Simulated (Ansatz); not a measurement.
An Ansatz (a quantum-chemistry and plane-wave program) run: CuI with a change (tensor shear ε_xy = +0.29 %); r2SCAN (Ansatz; PAW; 500 eV plane waves; without spin-orbit coupling).

Input:

Ansatz 0.2 input:
```yaml
crystal:
  lattice:
    - [0.0087330742, 3.0114048948, 3.0114048948]
    - [3.0114048948, 0.0087330742, 3.0114048948]
    - [3.020137969, 3.020137969, 0]
  atoms:
    - { symbol: Cu, position: [0, 0, 0] }
    - { symbol: I, position: [0.25, 0.25, 0.25] }
basis: { ecutwfc: 500, ecutrho_ratio: 4, xc_grid: 4, fft_grid_basis: typed }
kpoints: { mp_grid: { grid: [10, 10, 10] } }
hamiltonian:
  xc: r2scan
  dispersion: none
  pseudopotentials: { kind: paw }
scf: { occupations: { method: fermi_dirac, width: 0.05 }, convergence: { dr2_threshold: 0.0000000002 } }
relax: { f_tol: 0.005, max_steps: 50 }
output: { forces: true, stress: true }
checkpoint: { write: state.ck, write_every: 1000 }
```

Output (explanatory and most iteration lines left out):

```
Relaxation: its limit of steps is 50 (relax.max_steps)
Pseudopotential: Cu, paw, valence charge 19
Pseudopotential: I, paw, valence charge 17
Crystal: 2 atoms, lattice volume = 54.618 Å³
Basis set: ecut = 500 eV, 1411 PW (Γ), exchange–correlation on 128×128×128 points (64 copies of the dense FFT grid, shifted against one another)
Bands: 22, of which v1, the nominal top of the filled ones, is band 18 counted from 1 (17 counted from 0)
Symmetry: 4 space group operations
Space group: Imm2 (ITA 44), of the structure as read, at distance tolerance 3.8e-5 Å
k-points: 171 of 1000 (time reversal used)
Functional: x = r2scan, c = r2scan; τ floored in thin density (d = 2e-4 eV/Å³)
SCF iter   1: F=—  HF=-14159.672928 eV  |F-HF|=—  |Δ(HF+E_count)|=         —  Δρ=2.36e-2  dr2=1.80e-1  dr2_τ=1.08e-3  ethr=1.77e-3  ⟨swp⟩=6.0  Hψ=18536  notcnv=0
SCF iter   2: F=—  HF=-14159.716923 eV  |F-HF|=—  |Δ(HF+E_count)|=   4.40e-2  Δρ=2.77e-2  dr2=2.78e-1  dr2_τ=1.58e-3  ethr=5.01e-4  ⟨swp⟩=3.0  Hψ=9552  notcnv=0
SCF 1 converged in 9 iterations: F = -14159.645728 eV  dr2 = 8.37e-11
relax step   1: F+E_penalty+E_count = -14159.64572773 eV  Δ(F+E_penalty+E_count) = +0.000e0 eV  max|allowed force component| = 2.119e-2 eV/Å  Δτ_max = 0.0000 Å  (9 SCF iters, accepted)
Crystal: 2 atoms, lattice volume = 54.618 Å³
SCF iter   1: F=—  HF=-14159.645633 eV  |F-HF|=—  |Δ(HF+E_count)|=         —  Δρ=2.10e-4  dr2=2.89e-5  dr2_τ=2.79e-4  ethr=7.93e-8  ⟨swp⟩=2.0  Hψ=13722  notcnv=0
SCF iter   2: F=—  HF=-14159.645793 eV  |F-HF|=—  |Δ(HF+E_count)|=   1.59e-4  Δρ=7.39e-5  dr2=1.64e-6  dr2_τ=2.54e-7  ethr=7.93e-8  ⟨swp⟩=2.2  Hψ=6891  notcnv=0
SCF 2 converged in 6 iterations: F = -14159.645789 eV  dr2 = 1.50e-10
relax step   2: F+E_penalty+E_count = -14159.64578868 eV  Δ(F+E_penalty+E_count) = -6.094e-5 eV  max|allowed force component| = 1.133e-2 eV/Å  Δτ_max = 0.0019 Å  (6 SCF iters, accepted)
Crystal: 2 atoms, lattice volume = 54.618 Å³
SCF iter   1: F=—  HF=-14159.645610 eV  |F-HF|=—  |Δ(HF+E_count)|=         —  Δρ=2.41e-4  dr2=3.80e-5  dr2_τ=3.68e-4  ethr=1.06e-6  ⟨swp⟩=3.0  Hψ=9103  notcnv=0
SCF iter   2: F=—  HF=-14159.645817 eV  |F-HF|=—  |Δ(HF+E_count)|=   2.08e-4  Δρ=8.49e-5  dr2=2.13e-6  dr2_τ=3.27e-7  ethr=1.05e-7  ⟨swp⟩=2.0  Hψ=8208  notcnv=0
SCF 3 converged in 7 iterations: F = -14159.645813 eV  dr2 = 2.23e-11
relax step   3: F+E_penalty+E_count = -14159.64581317 eV  Δ(F+E_penalty+E_count) = -2.449e-5 eV  max|allowed force component| = 3.872e-5 eV/Å  Δτ_max = 0.0022 Å  (7 SCF iters, accepted)
Crystal: 2 atoms, lattice volume = 54.618 Å³
SCF iter   1: F=—  HF=-14159.645813 eV  |F-HF|=—  |Δ(HF+E_count)|=         —  Δρ=2.52e-7  dr2=2.23e-11  dr2_τ=2.38e-12  ethr=1.00e-12  ⟨swp⟩=2.9  Hψ=19877  notcnv=0
SCF iter   2: F=-14159.645813 eV  HF=-14159.645813 eV  |F-HF|=0.00e0  |Δ(HF+E_count)|=  7.28e-12  Δρ=1.49e-7  dr2=5.61e-12  dr2_τ=1.08e-13  ethr=1.00e-12  ⟨swp⟩=4.0  Hψ=11943  notcnv=0
SCF 4 converged in 2 iterations: F = -14159.645813 eV  dr2 = 5.61e-12
SCF converged after 2 iterations
Free energy (F): -14159.645813 eV
Internal energy: -14159.645813 eV  (E = F + TS)
E sigma→0 (E₀):  -14159.645813 eV
Fermi energy:    9.146888 eV
--- Forces (eV/Å), atoms counted from 1 ---
  atom   1  Cu    -0.00000000     0.00000000     0.00003899
  atom   2  I      0.00000000    -0.00000000    -0.00003917
--- Stress (GPa, compression-positive) ---
       -0.000549      -0.132262       0.000000
       -0.132262      -0.000549      -0.000000
        0.000000      -0.000000      -0.000661
  P = ⅓ Tr σ = -0.0006 GPa (-0.006 kbar)
--- Relaxed structure (3 steps of the walk, 3 accepted, 0 SCFs on fresh bases) ---
  atoms:
    - { symbol: Cu, position: [0.0006684139586941066, 0.0006684139586941066, -0.0006684139586941066] }
    - { symbol: I, position: [0.24933158604130587, 0.24933158604130587, 0.2506684139586941] }
```

Spin-orbit coupling, missing from the scalar runs, can matter with I. The cells carry an imposed strain or load. No phonon test of stability was made. All final runs are without spin polarisation. The cell was made from CuI in the zinc blende structure (space group F-43m, No. 216) by this change: tensor shear ε_xy = +0.29 %.
